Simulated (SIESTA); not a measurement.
Input and output of a relaxation of cell and atoms for Tl (P6_3/mmc, 2 atoms in the cell) (SIESTA).

Computed with GGA PBE, numerical atomic orbitals TZP, PseudoDojo PBE standard norm-conserving potentials (rewritten from UPF to PSML) (SIESTA).

```yaml
crystal:
  lattice:
    - [3.56099, 0.00000, 0.00000]
    - [-1.78050, 3.08391, 0.00000]
    - [0.00000, 0.00000, 5.74933]
  atoms:
    - { symbol: Tl, position: [0.33333, 0.66667, 0.25000] }
    - { symbol: Tl, position: [0.66667, 0.33333, 0.75000] }
```

Reference input (self-consistent single point, DFT, GGA PBE, numerical atomic orbitals TZP, PseudoDojo PBE standard norm-conserving potentials (rewritten from UPF to PSML)): XC.functional = GGA; XC.authors = PBE; potentials = PseudoDojo PBE standard; PAO.BasisSize = TZP; PAO.EnergyShift = 0.005 Ry; MeshCutoff = 400 Ry; kgrid.MonkhorstPack = 7 7 4; OccupationFunction = MP; OccupationMPOrder = 0; ElectronicTemperature = 0.272 eV; MaxSCFIterations = 150; SCF.Mixer.Method = Pulay. This run's input differs from it in these lines:

```diff
@@ -41,2 +41,7 @@
 Diag.ParallelOverK           true
+MD.TypeOfRun                 Broyden
+MD.Steps                     40
+MD.MaxForceTol               0.02 eV/Ang
+MD.VariableCell              true
+MD.MaxStressTol              0.05 GPa
 WriteForces                  true
```

Log, with long lists cut:

```
        iscf     Eharris(eV)        E_KS(eV)     FreeEng(eV)     dDmax    Ef(eV) dHmax(eV)
   scf:    1    -3294.103002    -3295.254742    -3295.308279  0.708753 -3.741211  2.128688
   scf:    2    -3295.578498    -3295.424738    -3295.479064  0.127017 -3.819488  1.282222
   scf:    3    -3295.573211    -3295.515753    -3295.571382  0.175014 -3.941565  0.016708
   scf:    4    -3295.515193    -3295.515507    -3295.571188  0.005506 -3.959623  0.057126
   scf:    5    -3295.515980    -3295.515784    -3295.571391  0.008932 -3.956833  0.003267
   scf:    6    -3295.515783    -3295.515784    -3295.571391  0.000450 -3.956970  0.000118
mix: Pulay -- inversion failed, > SVD [rank/size] 4 / 5
   scf:    7    -3295.515783    -3295.515784    -3295.571391  0.000015 -3.956976  0.000010
SCF Convergence by DM+H criterion
max |DM_out - DM_in|         :     0.0000152998
max |H_out - H_in|      (eV) :     0.0000104068
SCF cycle converged after 7 iterations

Using DM_out to compute the final energy and forces

siesta: E_KS(eV) =            -3295.5158

siesta: E_KS - E_eggbox =     -3295.5158

siesta: Atomic forces (eV/Ang):
     1    0.000001   -0.000001   -0.000000
   [... lines left out ...]
siesta: Pressure (static):          1.75741805  kBar
siesta: Pressure (total):          1.75741805  kBar
No target stress found, assuming hydrostatic MD.TargetPressure.
Target stress (kBar)
outcell: Cell volume (Ang**3)        :     64.5166
        iscf     Eharris(eV)        E_KS(eV)     FreeEng(eV)     dDmax    Ef(eV) dHmax(eV)
siesta: Pressure (static):         -0.66775718  kBar
siesta: Pressure (total):         -0.66775718  kBar
   [... lines left out ...]
outcell: Cell angles (23,13,12) (deg):     90.0000     90.0000    119.9957
outcell: Cell volume (Ang**3)        :     64.5166

siesta: Program's energy decomposition (eV):
siesta: FreeEng =     -3295.583982

siesta: Stress tensor (static) (eV/Ang**3):
siesta:    -0.000089    0.000008    0.000000
siesta:     0.000008   -0.000079    0.000000
siesta:     0.000000    0.000000    0.001419

siesta: Constrained stress tensor (static) (eV/Ang**3):
siesta:    -0.000089    0.000008    0.000000
siesta:     0.000008   -0.000079    0.000000
siesta:     0.000000    0.000000    0.001419

siesta: Cell volume =         64.516638 Ang**3

siesta: Pressure (static):
siesta:                Solid            Molecule  Units
siesta:          -0.00000454         -0.00000453  Ry/Bohr**3
siesta:          -0.00041678         -0.00041603  eV/Ang**3
siesta:          -0.66775718         -0.66654835  kBar
```

The relaxation ended unconverged. 

The starting cell comes from a database of computed structures (which also holds hypothetical and non-ambient phases and stackings), without a prior relaxation at this level. Its lattice was rescaled by a random factor within 2.5 % of one. Values carry the incompleteness of an atom-centred basis.

Cost on one core of a shared machine: roughly 20 min.
